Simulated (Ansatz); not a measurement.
The starting structures come from a database of crystals and need not be the phases stable at ambient conditions.

The decay constant κ of evanescent states in the gap governs leakage through a thin film.

Given:

```
GaK2NaP2
1.0
    6.37927     0.00000     0.00000
   -3.18963     7.95368     0.00000
    0.00000    -2.73902     6.00569
K Na Ga P
4 2 2 4
Direct
  0.67437   0.34874   0.42012
  0.32563   0.65126   0.57988
  0.82563   0.65126   0.07138
  0.17437   0.34874   0.92862
  0.25000   0.00000   0.00000
  0.75000   0.00000   0.00000
  0.75000   0.00000   0.50000
  0.25000   0.00000   0.50000
  0.90881   0.81762   0.60820
  0.09119   0.18238   0.39180
  0.59119   0.18238   0.79058
  0.40881   0.81762   0.20942
```

Space group of this cell: Ibam. The cell is taken as given.

Transport runs along the normal of the first two printed cell vectors.

The gap is the functional's own. No spin-orbit coupling. Mid-gap values are interpolated on the energy grid.

### Question
State the band gap and the smallest decay constant κ at mid-gap according to PBEsol run with Ansatz (a quantum-chemistry and plane-wave program).

### Answer
Gap 1.33 eV on a 6×6×6 mesh; κ = 0.124 1/Å, at the zone centre.
